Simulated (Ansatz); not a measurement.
**Effect of S → Si on WS2**

Consider WS₂ (space group R3m, No. 160; a = 3.172 Å, c = 18.725 Å (hexagonal axes); layered, stacked along the Cartesian z axis).

Modification: full substitution S → Si, then cell and atoms are relaxed.

Method: DFT with r2SCAN+rVV10, PAW potentials and a 500 eV plane-wave cutoff in Ansatz (an electronic-structure program), no SOC, earlier PAW set. Settings: 19×19×19 k-points, 0.05 eV Fermi–Dirac smearing, for the changed cell.

The density rises by 1.68 g/cm³ to 9.25 g/cm³ and the c/a ratio grows by 0.186 to 6.089. The space group stays R3m (No. 160) and the shortest interatomic distance grows by 0.307 bohr to 4.855 bohr. The band gap goes from 1.16 eV to zero.

With W present, leaving out spin-orbit coupling can change the band edges. No phonon test of stability was made. As relaxed here, WSi2 is a hypothetical phase, not in the database extracts checked. All final runs are without spin polarisation. WSi2 has a high density of states at the Fermi level and may be magnetic at this level.
